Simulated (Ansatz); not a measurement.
The starting structures come from a database of crystals and need not be the phases stable at ambient conditions.

Tunnelling through a barrier is set by its complex band structure: the current falls as exp(−2κd) with the smallest κ.

Here is the system:

```
CELL_PARAMETERS angstrom
      5.44418     0.00000     0.00000
      0.00000    10.54587     0.00000
      0.00000    -5.13068     5.27102
ATOMIC_POSITIONS crystal
  Na 0.74439 0.69467 0.43509
  Na 0.74439 0.30533 0.56491
  Na 0.25561 0.80533 0.04575
  Na 0.25561 0.19467 0.95425
  Na 0.25561 0.80533 0.56491
  Na 0.25561 0.19467 0.43509
  Na 0.74439 0.69467 0.95425
  Na 0.74439 0.30533 0.04575
  Na 0.19644 0.50000 0.50000
  Na 0.80356 0.00000 0.50000
  In 0.77902 0.00000 0.00000
  In 0.22098 0.50000 0.00000
  O  0.98316 0.23428 0.23428
  O  0.98316 0.76572 0.76572
  O  0.01684 0.26572 0.76572
  O  0.01684 0.73428 0.23428
  O  0.57762 0.00000 0.76105
  O  0.57762 0.00000 0.23895
  O  0.42238 0.50000 0.76105
  O  0.42238 0.50000 0.23895
```

Space group of this cell: Pmmn. The cell is taken as given.

Transport runs along the normal of the first two printed cell vectors.

The gap is the functional's own. No spin-orbit coupling. Mid-gap values are interpolated on the energy grid.

Predict the band gap and the smallest decay constant κ at mid-gap from r2SCAN (Ansatz, a quantum-chemistry and plane-wave program).

Gap 2.35 eV on a 6×6×6 mesh; κ = 0.260 1/Å, at the zone centre.
